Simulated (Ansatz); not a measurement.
The starting structures come from a database of crystals and need not be the phases stable at ambient conditions.

By PBEsol, the system below comes out a metal.

The ballistic (Sharvin) conductance counts the channels at the Fermi level: G/A = (e²/h) × channels of both spins per area.

Given:

```
Hf
1.0
    3.08623     0.00000     0.00000
    0.00000     4.96233     0.00000
    0.00000    -2.48116     4.42643
Hf
3
Cartesian
  1.54312   0.00000   2.95095
  1.54312   2.48117   1.47547
  0.00000   0.00000   0.00000
```

Space group of this cell: Cmmm. The cell is strained (lengths along the current scaled by 1.03, ions clamped); by PBEsol its mean pressure is -5.7 GPa.

The current flows along the normal of the first two printed cell vectors. No spin-orbit coupling; the value is a mean over 0.1 eV about the Fermi level.

**Question.** State the ballistic conductance per area according to PBEsol (Ansatz, a first-principles code).

**Answer.** 0.50 × 10¹⁵ S/m² for both spins.
